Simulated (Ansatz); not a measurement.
Where the default PAW files enter, the runs use the earlier of Ansatz's two default sets.

Tunnelling through a barrier is set by its complex band structure: the current falls as exp(−2κd) with the smallest κ.

Data:

```
BN
1.0
    2.55394     0.00000     0.00000
    0.00000     4.22685     0.00000
    1.27697     0.00000     2.21178
B N
2 2
Direct
  0.66667   0.00028   0.66667
  0.33333   0.50028   0.33333
  0.66667   0.37472   0.66667
  0.33333   0.87472   0.33333
```

Space group of this cell: P6_3mc, wurtzite. The cell is taken as given; by PBEsol its mean pressure is -6.1 GPa.

Transport runs along the normal of the first two printed cell vectors, the (100) plane of the conventional cell.

The gap is the functional's own, uncorrected, and κ follows it; spin-orbit coupling is left out. Mid-gap values are interpolated between the computed energies.

Estimate the band gap and the smallest decay constant κ at mid-gap that PBEsol in Ansatz (a first-principles code) returns for this system.

Gap 5.09 eV on a 14×8×14 mesh; κ = 0.432 1/Å, at the zone centre.
